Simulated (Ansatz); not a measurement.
Base system: NaF in the rock salt structure (space group Fm-3m, No. 225; a = 4.629 Å).

Computed with DFT with PBEsol, PAW potentials and a 420 eV plane-wave cutoff in Ansatz (an electronic-structure program), scalar-relativistic without spin-orbit coupling.

For the base:

The pressure is 0.00 GPa. The band gap comes out as 6.20 eV and the gap character is direct at Γ.

It is then changed as follows: an isotropic linear strain of +0.50 %; the atoms relax in the strained cell.

Question: What does the calculation give for the pressure after the change?

Answer: The pressure goes from zero to -0.70 GPa.

Question: Estimate the effect on the band gap.

Answer: The band gap falls by 0.08 eV (6.20 eV → 6.12 eV).

Question: What does the calculation give for the gap character after the change?

Answer: The gap character is still direct at Γ.

Question: What happens to the energy relative to the base?

Answer: The energy grows by 0.4 meV/atom.

No phonon test of stability was made.
